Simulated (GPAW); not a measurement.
# σxx against uniaxial strain in diamond-structure C (space group 227): C11 (GPAW, PBEsol)

```
CELL_PARAMETERS angstrom
      0.00000     1.77750     1.77750
      1.75084     0.00000     1.77750
      1.75084     1.77750     0.00000
ATOMIC_POSITIONS crystal
  C  0.50000 0.50000 0.50000
  C  0.75000 0.75000 0.75000
```

Method: PBEsol, GPAW PAW datasets PBEsol (made by gpaw-setup) (plane waves; GPAW). Settings: mode = pw; ecut = 1040 eV; xc = PBEsol; kpts = 18 18 18; mesh shift (steps) = 0 0 0; occupations.name = fermi-dirac; occupations.width = 0.01 eV; nbands = -8; convergence.density = 1e-06 e/electron; convergence.energy = 1e-06 eV/electron; convergence.bands = -6; symmetry.symmorphic = false; symmetry.tolerance = 0.0005; maxiter = 150. The cell above is the first row's. The rows stretch one cube axis (x) by the strain ε and hold the other two. Stress is positive in tension. In all rows fractional positions and the k mesh are held.

```
ε (%)  σxx (GPa)
-----  ---------
-1.5           ?
-1.0      -10.43
-0.5       -4.97
0.0         0.42
0.5         5.73
1.0        10.98
1.5        16.16
2.0        21.28
```

Fit σxx of the 7 rows that show it with a parabola. Least squares gives σxx = 0.414 + 10.7045·ε - 0.1367·ε². Residuals (row less fit): -0.003, 0.002, 0.006, -0.002, -0.002, -0.003, 0.004; standard error 0.005 (degrees of freedom: 4). The slope at ε = 0, 10.7045 GPa per cent, gives C11 ≈ 100 × 10.7045 = 1070 GPa, for the static lattice.

Task: Estimate the missing σxx (ε = -1.5); what did the run itself give?

Result: σxx = 0.414 + 10.7045 × (-1.5) - 0.1367 × (-1.5)² = -15.950 GPa. The calculation gives -15.95 GPa, which the fit meets to the printed digits. The row lies outside the fitted rows, so this is an extrapolation. From the scatter of the fitted rows alone, a prediction at this place has a standard error of 0.008 GPa, so the miss is 0.0 times that.

Carrying the step between the two nearest rows on in a straight line would have given -15.89, off by 0.06; series whose last step already gives the withheld value aren't shown. The reference cell has the volume at which an earlier scan in this program and functional put its minimum by a fit. The runs keep the symmetry of the cell, so they don't test it for distortions. The unstrained cell stands at a pressure of -0.42 GPa, and the constants belong to that pressure. By symmetry this strain leaves no force on the atoms; the largest in the rows is 0.000 eV/Å. Cutoffs and mesh are single choices, not tested for convergence of this quantity. Series with a scatter that would blur these digits, or in which a gap closes, are not shown. Strain series were run only where this level's volume lies within 10 % of a first guess from the measured size.
